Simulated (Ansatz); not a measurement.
Response to strain in Os

The reference is Os in the hcp (Mg type) structure (space group P6_3/mmc, No. 194; a = 2.754 Å, c = 4.347 Å; relaxed with 0.1 eV smearing). Axes: x lies along a and z along c of the hexagonal cell.

Strains are applied to the cell and any free atomic positions relax.

All numbers come from PBE (Ansatz, a program for electronic structure, PAW, no spin-orbit coupling).

Notes on the quantities. pressure: mean of the normal stresses, compression positive; energy relative to the base: free energy F.

```
change                          pressure  energy relative to the base  shortest interatomic distance
------------------------------  --------  ---------------------------  -----------------------------
base                             0.0 GPa                   0 meV/atom                        2.693 Å
uniaxial strain ε_zz = −3.00 %  14.1 GPa                 +35 meV/atom                        2.641 Å
uniaxial strain ε_zz = −2.50 %  11.5 GPa                 +24 meV/atom                            ___
uniaxial strain ε_zz = −2.00 %   9.0 GPa                 +15 meV/atom                        2.658 Å
uniaxial strain ε_zz = −1.50 %   6.6 GPa                +8.5 meV/atom                        2.667 Å
uniaxial strain ε_zz = −1.00 %   4.3 GPa                +3.7 meV/atom                        2.676 Å
uniaxial strain ε_zz = −0.50 %   2.1 GPa                          ___                        2.685 Å
uniaxial strain ε_zz = +1.50 %  -5.9 GPa                          ___                        2.720 Å
uniaxial strain ε_zz = +2.00 %  -7.7 GPa                 +14 meV/atom                        2.728 Å
uniaxial strain ε_zz = +2.50 %  -9.4 GPa                 +21 meV/atom                        2.737 Å
```

Q: Some entries are withheld; estimate them.

A: 
- uniaxial strain ε_zz = −2.50 %, shortest interatomic distance: 2.650 Å
- uniaxial strain ε_zz = −0.50 %, energy relative to the base: +0.9 meV/atom
- uniaxial strain ε_zz = +1.50 %, energy relative to the base: +7.9 meV/atom

No phonon test of stability was made. All final runs are without spin polarisation.
